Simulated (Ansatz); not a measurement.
Relaxation of the outer planes of the (210) surface of bcc Nb in its 1x1 cell, outermost plane spacing 0.74 Å in the ideal cut.

Method: PBE (plane waves to 420 eV, PAW; Ansatz, a program for electronic structure).

Set-up: 15 atoms, 10.4 Å thick at the start (thin: gaps and levels are the slab's own); mesh 11x5x1; 0.1 eV smearing; dipole correction on; all atoms relaxed; held to the start's symmetry, so lower structures may exist; no spin, no spin-orbit, no U.

```
plane  atoms  bulk spacing to the next (Å)  relaxed spacing (Å)  change (%)  rumpling (Å)
-----  -----  ----------------------------  -------------------  ----------  ------------
1         Nb                         0.740                0.498       -32.8          0.00
2         Nb                         0.740                0.689        -7.0          0.00
```
